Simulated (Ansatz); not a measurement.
Structures of equal composition on the (111) surface of fcc Rh: a pseudomorphic layer of Re in the host's stacking; a pseudomorphic layer of Re in the other hollow. The slabs share one bottom face, and each structure is named by its start. These are constructed structures in small cells; real faces may alloy, dewet or reconstruct in larger ones, and not all known structures of the face are among them. Slabs of about 11 Å, Fermi-Dirac smearing of 0.1 eV. Bottom of the slabs: a bare face, its two planes held. Relaxed from the named starts with such symmetry as they have, on meshes of like density; energies extrapolated to zero smearing; spin only where a row says so; no spin-orbit coupling, no U. Brackets mark spin-polarised runs, whose order is one that fits the cell.

Computed with PBE (plane waves to 420 eV, PAW; Ansatz, a quantum-chemistry and plane-wave program).

Problem. Order them by energy per 1x1 cell (lowest first) at the level PBE.

Solution. a pseudomorphic layer of Re in the other hollow (0.000 eV), a pseudomorphic layer of Re in the host's stacking (0.035 eV)
